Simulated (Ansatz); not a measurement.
Effect of isotropic strain +0.50 % on Mo

Consider Mo in the bcc (W type) structure (space group Im-3m, No. 229; a = 3.1611 Å; relaxed with 0.1 eV smearing).

The change: the cell is scaled by 1.0050 in all directions; the atoms relax in the strained cell.

All numbers come from PBE (Ansatz, a first-principles code, PAW, scalar-relativistic without spin-orbit coupling). k-mesh 29×29×29 (Γ-centred); smearing 0.1 eV (Fermi–Dirac).

The volume per atom increases by 0.24 Å³, from 15.79 Å³ to 16.03 Å³ and the space group stays Im-3m (No. 229). The shortest interatomic distance grows by 0.0137 Å (2.738 Å → 2.751 Å) and the energy grows by 2.8 meV/atom. The pressure goes from zero to -3.8 GPa and the band gap remains zero.

Whether these cells are dynamically stable was not tested. All final runs are without spin polarisation.
